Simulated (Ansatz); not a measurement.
Consider InSb in the zinc blende structure (space group F-43m, No. 216; a = 6.519 Å). Axes: x, y, z lie along the cube axes.

Structures relaxed with Ansatz (a first-principles code), PBEsol, PAW, cutoff 420 eV, no spin-orbit coupling.

Base:

Simulated powder pattern, Cu Kα, λ = 1.54184 Å (kinematic, ideal powder, no thermal factors, no anomalous dispersion; the 8 strongest lines at most, above 2 %, up to 2θ = 90°):

| 2θ (°) | I/Imax (%) | hkl |
|---|---|---|
| 23.64 | 100 | (111) |
| 39.08 | 80 | (220) |
| 46.19 | 49 | (311) |
| 56.46 | 13 | (400) |
| 62.06 | 20 | (331) |
| 70.81 | 27 | (422) |
| 75.83 | 15 | (333) |
| 88.80 | 15 | (531) |

After one change:

Simulated powder pattern, Cu Kα, λ = 1.54184 Å (kinematic, ideal powder, no thermal factors, no anomalous dispersion; the 8 strongest lines at most, above 2 %, up to 2θ = 90°):

| 2θ (°) | I/Imax (%) |
|---|---|
| 23.59 | 94 |
| 23.69 | 94 |
| 38.97 | 25 |
| 39.08 | 100 |
| 39.20 | 25 |
| 46.11 | 31 |
| 46.26 | 30 |
| 56.46 | 25 |

Q: Which change produced these results?
(A) tensor shear ε_xy = +0.29 %
(B) tensor shear ε_xy = +1.14 %
(C) tensor shear ε_xy = +2.00 %
(D) tensor shear ε_xy = +0.86 %

A: A, tensor shear ε_xy = +0.29 %. Its volume per atom is 34.63 Å³ against 34.63 Å³, and its space group is Imm2 (No. 44).

The cells carry an imposed strain or load. Whether these cells are dynamically stable was not tested. The final runs are not spin-polarised.
